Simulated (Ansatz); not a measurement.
An Ansatz (a quantum-chemistry and plane-wave program) input (Kohn–Sham DFT with the r2SCAN functional, run in Ansatz with PAW and 500 eV plane waves, scalar-relativistic without spin-orbit coupling, earlier PAW set):

Ansatz 0.2 input:
```yaml
crystal:
  lattice:
    - [3.5708945847, 0, 0]
    - [0, 3.5708945847, 0]
    - [0, 0, 5.1947579343]
  atoms:
    - { symbol: Hf, position: [0, 0, 0] }
    - { symbol: Hf, position: [0.5, 0.5, 0.5] }
    - { symbol: O, position: [0, 0.5, 0.1960652655] }
    - { symbol: O, position: [0, 0.5, 0.6960652655] }
    - { symbol: O, position: [0.5, 0, 0.3039347345] }
    - { symbol: O, position: [0.5, 0, 0.8039347345] }
basis: { ecutwfc: 500, ecutrho_ratio: 4, xc_grid: 4, fft_grid_basis: typed }
kpoints: { mp_grid: { grid: [9, 9, 7] } }
hamiltonian:
  xc: r2scan
  dispersion: none
  pseudopotentials: { azcp: { folder: ./paw }, kind: paw }
scf: { occupations: { method: fermi_dirac, width: 0.05 }, convergence: { dr2_threshold: 0.0000000006 } }
relax: { f_tol: 0.005, max_steps: 50 }
output: { forces: true, stress: true }
checkpoint: { write: state.ck, write_every: 1000 }
```

Question: Which symmetry and how many k-points will the program report, and about how many plane waves at Γ?

Answer: Space group P42/nmc (ITA 137) with 16 operations, k-points 60 of 567, and 1707 plane waves at Γ.

Question: And the final pressure?

Answer: 1.08 GPa (compression positive).

The cells carry an imposed strain or load. Whether these cells are dynamically stable was not tested. The cell was made from HfO2 (space group P4_2/nmc, No. 137) by this change: isotropic strain −0.17 %. This is not the structure that HfO2 has at room temperature and ambient pressure.
